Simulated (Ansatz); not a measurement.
Consider SnO (space group P4/nmm, No. 129; a = 3.769 Å, c = 4.557 Å; layered, stacked along the Cartesian z axis; relaxed with 0.1 eV smearing). Axes: x, y, z lie along a, b, c of the conventional cell.

Level of theory: PBEsol-D3(BJ) (Ansatz, an electronic-structure program; PAW; 420 eV plane waves; no spin-orbit coupling).

Strains are applied to the cell and any free atomic positions relax.

One change was made to it. Results:

| quantity | base | after |
|---|---|---|
| band gap | zero | zero |
| energy relative to the base (free energy F) | 0 meV/atom | +0.8 meV/atom |

### Question
What was done to the base?
A) tensor shear ε_xz = +2.00 %
B) tensor shear ε_xz = +1.00 %
C) tensor shear ε_xz = +1.67 %

### Answer
B, tensor shear ε_xz = +1.00 %. For comparison, the energy relative to the base in the other runs: tensor shear ε_xz = +2.00 % gives +3.2 meV/atom; tensor shear ε_xz = +1.67 % gives +2.2 meV/atom.

No phonon test of stability was made. The final runs are not spin-polarised. A zero or small gap of SnO can be the functional's error rather than a property of the material.
